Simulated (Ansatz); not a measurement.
A self-consistent single point of Sb2Os (P1, 6 atoms in the cell) with Ansatz (a program for electronic structure).

Level of theory: LDA (PW92), default PAW files made with PBE (plane waves; Ansatz).

The change in words: 1 x 1 x 1 supercell, one Sb atom moved by 0.02 angstrom along z. Reference geometry:
```
Sb2Os
1.0
    5.94749     0.00000     0.00000
    0.00000     6.70333     0.00000
    0.00000     0.00000     3.23339
Sb Os
4 2
Cartesian
  1.89214   5.75481   1.61670
  4.05536   0.94852   1.61670
  4.86588   4.30019   0.00000
  1.08161   2.40314   0.00000
  2.97375   3.35167   1.61670
  0.00000   0.00000   0.00000
```

Reference input (self-consistent single point, DFT, LDA (PW92), plane waves, default PAW files made with PBE): basis.ecutwfc = 30.9 Ry; kpoints.mp_grid.grid = 3 3 7; hamiltonian.xc = lda; hamiltonian.pseudopotentials = {kind: paw} (the program's default PAW files); scf.occupations.method = fermi_dirac; scf.occupations.width = 0.0037 Ry. This run's input differs from it in these lines:

```diff
@@ -7,3 +7,3 @@
   atoms:
-    - { symbol: Sb, position: [0.318140, 0.858500, 0.500000] }
+    - { symbol: Sb, position: [0.318140, 0.858500, 0.506185] }
     - { symbol: Sb, position: [0.681860, 0.141500, 0.500000] }
```

Output, abridged:

```
SCF iter   1: F=—  HF=-47580.351386 eV  |F-HF|=—  |Δ(HF+E_count)|=         —  Δρ=7.68e-3  dr2=2.96e-2  ethr=1.77e-3  ⟨swp⟩=6.5  Hψ=6770  notcnv=0  defer=9
all-band conjugate gradients solve this SCF's bands
preconditioner: auto → Resta (q_TF=auto, 2.579 Å⁻¹)
SCF iter   2: F=—  HF=-47580.342723 eV  |F-HF|=—  |Δ(HF+E_count)|=   8.66e-3  Δρ=3.58e-3  dr2=6.88e-3  ethr=3.22e-5  ⟨swp⟩=3.0  Hψ=3371  notcnv=0  defer=42
SCF iter   3: F=—  HF=-47580.340389 eV  |F-HF|=—  |Δ(HF+E_count)|=   2.33e-3  Δρ=4.31e-4  dr2=2.07e-4  ethr=7.47e-6  ⟨swp⟩=2.0  Hψ=2918  notcnv=0  defer=42
SCF iter   4: F=—  HF=-47580.340327 eV  |F-HF|=—  |Δ(HF+E_count)|=   6.20e-5  Δρ=4.17e-5  dr2=1.50e-6  ethr=2.25e-7  ⟨swp⟩=2.0  Hψ=2260  notcnv=0  defer=42
SCF iter   5: F=—  HF=-47580.340337 eV  |F-HF|=—  |Δ(HF+E_count)|=   9.29e-6  Δρ=1.08e-5  dr2=2.06e-7  ethr=1.63e-9  ⟨swp⟩=2.0  Hψ=2285  notcnv=0  defer=42
SCF iter   6: F=-47580.340336 eV  HF=-47580.340336 eV  |F-HF|=9.82e-10  |Δ(HF+E_count)|=   5.32e-8  Δρ=1.88e-6  dr2=3.22e-9  ethr=1.09e-10  ⟨swp⟩=9.5  Hψ=7223  notcnv=0
SCF 1 converged in 6 iterations: F = -47580.340336 eV  dr2 = 3.22e-9
Free energy (F): -47580.340336 eV
Internal energy: -47580.339630 eV  (E = F + TS)
E sigma→0 (E₀):  -47580.339983 eV
Entropy (-TS):   -0.000706 eV (-0.118 meV/atom)
Fermi energy:    14.623339 eV
--- Forces (eV/Å), atoms counted from 1 ---
  atom   1  Sb    -0.03346649    -0.06556438    -0.10277634
  atom   2  Sb     0.03664865     0.06372041     0.00848678
  atom   3  Sb    -0.03673607     0.06379642     0.00740086
  atom   4  Sb     0.03669336    -0.06389381     0.00158608
  atom   5  Os    -0.00018052     0.00036687     0.02492169
  atom   6  Os    -0.00296199     0.00157569     0.06038136
--- Stress (GPa, compression-positive) ---
       -3.457343      -0.003324      -0.126665
       -0.003324      -3.911038       0.056576
       -0.126665       0.056576      -3.885662
  P = ⅓ Tr σ = -3.7513 GPa (-37.513 kbar)
  The stress holds the Pulay correction. Without it, at fixed plane waves, as pw.x and ABINIT print it: P = -3.8085 GPa
```

The run converged in 6 iterations. Against the reference run the free energy is nearly the same (within 1 meV/atom), the pressure stays at -3.75 GPa, the largest force goes from 0.074 to 0.126 eV/Å and the gap on the mesh hardly changes (0.480 to 0.476 eV).

The starting cell comes from a database of computed structures (which also holds hypothetical and non-ambient phases and stackings), without a prior relaxation at this level. Its lattice was rescaled by up to half a per cent. For this run, on top of that: 1 x 1 x 1 supercell, one Sb atom moved by 0.02 angstrom along z. Spin-orbit coupling is off. With a pressure of about -4 GPa the cell is away from its equilibrium volume at this level. Ansatz's pressure includes its estimate of the finite-basis (Pulay) stress.

Keys are those of Ansatz 0.2.
